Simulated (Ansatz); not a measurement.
# Point defect Se on the Si site (Se_Si) in silicon

Level of theory: PBE, PAW (plane waves to 420 eV; Ansatz, a quantum-chemistry and plane-wave program). The supercell holds 216 host sites (3×3×3 repeats of a cell of 8 atoms), with a 2×2×2 shifted k-point sampling for the final energies. Site at the start: the Si site. These values are not converged in cell size to better than tenths of an eV. PBE underestimates the host's gap, which shifts levels and can delocalise carriers. Spin–orbit coupling is left out. Each state is the lowest found from its start.

Formation energies E_f are those of the neutral cell. Chemical conditions: host crystal and elements as references (Δμ(Si) = 0.00 eV, Δμ(Se) = 0.00 eV; Se taken from its element, since no compound that bounds it was computed at this level; only phases computed here count, gases as isolated molecules at 0 K). Reference phases: Se: trigonal Se, Si: silicon.

```json
[
 {"charge": "+2", "moment (μB)": "not spin-polarised", "point group": "Td", "largest move off a lattice site (Å)": "0.17", "E_f, host crystal and elements as references (eV)": "–"},
 {"charge": "+1", "moment (μB)": "1.0", "point group": "Td", "largest move off a lattice site (Å)": "0.19", "E_f, host crystal and elements as references (eV)": "–"},
 {"charge": "0", "moment (μB)": "not spin-polarised", "point group": "Td", "largest move off a lattice site (Å)": "0.20", "E_f, host crystal and elements as references (eV)": "1.27"},
 {"charge": "−1†", "moment (μB)": "quenched", "point group": "–", "largest move off a lattice site (Å)": "0.20", "E_f, host crystal and elements as references (eV)": "–"}
]
```

† Not settled in this cell, so no level is given: charge −1: a level filled in part.

Point groups are those of the whole cell at tolerances of 0.03 and 0.1 Å ("near" where only the looser one holds); none is given for unsettled states.

Starting moments that weren't kept: charge −1 began with 1 μB and ended with 0.0.

All states together cost very roughly 5 core-hours.
